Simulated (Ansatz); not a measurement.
## Several settings converged on a (111) slab of NbH2 (cut from a parent of space group no. 225; 12 atoms in the cell)

```xyz
12
Lattice="3.2470 0.0000 0.0000 1.6235 2.8120 0.0000 0.0000 0.0000 23.2791" Properties=species:S:1:pos:R:3 pbc="T T T"
H      1.6235     0.9373     7.0000
H      0.0000     0.0000     8.3256
H      3.2470     1.8747     9.6512
H      1.6235     0.9373    10.9768
H      3.2470     0.0000    12.3024
H      3.2470     1.8747    13.6279
H      1.6235     0.9373    14.9535
H      0.0000     0.0000    16.2791
Nb     3.2470     1.8747     7.6628
Nb     3.2470     0.0000    10.3140
Nb     1.6235     0.9373    12.9652
Nb     3.2470     1.8747    15.6163
```

Base method: PBEsol, default PAW files made with PBE (plane waves; Ansatz, a program for electronic structure).

Base settings: basis.ecutwfc = 420 eV; kpoints.mp_grid.grid = 11 11 1; hamiltonian.xc = pbesol; hamiltonian.pseudopotentials = {kind: paw} (the program's default PAW files); scf.occupations.method = gaussian; scf.occupations.width = 0.1 eV.

The count of work is k-points × plane waves × bands × iterations; it is no time. 

**The vacuum**

The mesh stays at the base's, so the ladder's end is converged at best in this setting alone.

Only quantities that move along the ladder and can be compared are tabulated.

```tsv
vacuum between outermost atoms (Å)	free energy less the last step's (meV/atom)	largest difference of a force vector from the last step's (eV/Å)	count of work / last
3.0	-9.05	0.207	0.31
4.0	-1.01	0.018	0.34
5.0	0.04	0.004	0.36
6.0	0.06	0.002	0.39
7.0	0.02	0.001	0.42
8.0	0.01	0.000	0.44
10.0	0.00	0.000	0.49
12.0	0.00	0.000	0.54
14.0	0.00	0.000	0.59
17.0	0.00	0.000	0.67
20.0	0.00	0.000	0.74
25.0	0.00	0.000	0.87
30.0	0.00	0.000	1.0
```

Smallest vacuum between outermost atoms (Å) that holds the free energy within 0.5 meV/atom of the last step, with all finer ones: 5.0, at 0.36 of the last step's count of work; the step before is off by 1.0 meV/atom.

Smallest vacuum between outermost atoms (Å) that holds the forces within 0.005 eV/Å of the last step, with all finer ones: 5.0, at 0.36 of the last step's count of work; the step before is off by 0.018 eV/Å.

**The plane-wave cutoff**

The mesh stays at the base's, so the ladder's end is converged at best in this setting alone.

Only quantities that move along the ladder and can be compared are tabulated.

```tsv
basis.ecutwfc	free energy less the last step's (meV/atom)	largest difference of a force vector from the last step's (eV/Å)	count of work / last
210 eV	606.74	0.361	0.12
250 eV	168.92	0.015	0.16
295 eV	35.56	0.027	0.21
355 eV	5.91	0.005	0.26
420 eV	1.52	0.002	0.36
505 eV	0.33	0.000	0.46
630 eV	0.11	0.000	0.65
840 eV	0.00	0.000	1.0
```

Coarsest basis.ecutwfc that holds the free energy within 2 meV/atom of the last step, with all finer ones: 420 eV, at 0.36 of the last step's count of work; the step before is off by 5.9 meV/atom.

Coarsest basis.ecutwfc that holds the forces within 0.01 eV/Å of the last step, with all finer ones: 355 eV, at 0.26 of the last step's count of work; the step before is off by 0.027 eV/Å.

**The depth of the slab**

On a (111) slab of NbH2 (cut from a parent of space group no. 225; 3 atoms in the cell), and deeper slabs.

Surface energy = (E_slab − N e_bulk)/2A, with e_bulk from the bulk crystal on its finest mesh (413 k-points); errors per atom of slab and bulk, whose meshes differ, grow with N. The bulk cell stands at -8.5 GPa at this level, so the slab is strained in the plane.

The mesh stays at the base's, so the ladder's end is converged at best in this setting alone.

Only quantities that move along the ladder and can be compared are tabulated.

| atoms | unrelaxed surface energy (J/m²) | count of work / last |
|---|---|---|
| 3 | 1.867 | 0.033 |
| 6 | 1.654 | 0.078 |
| 9 | 1.544 | 0.14 |
| 12 | 1.608 | 0.23 |
| 15 | 1.561 | 0.28 |
| 18 | 1.579 | 0.37 |
| 21 | 1.571 | 0.55 |
| 27 | 1.573 | 0.72 |
| 33 | 1.570 | 1.0 |

Smallest size that holds the unrelaxed surface energy within 0.01 J/m² of the last step, with all finer ones: 15, at 0.28 of the last step's count of work; the step before is off by 0.038 J/m².

On the base run: the starting cell comes from a database of computed structures (which also holds hypothetical and non-ambient phases and stackings), without a prior relaxation at this level. The slab is cut from that crystal, and its faces are unrelaxed. Its lattice was rescaled by up to half a per cent. Spin polarisation is off. In the base run, forces exceed 1 eV/Å.

Left out of this page: 1 run of the series outside the window shown, repeating another row's setting, or not comparable.

Keys are those of Ansatz 0.2.
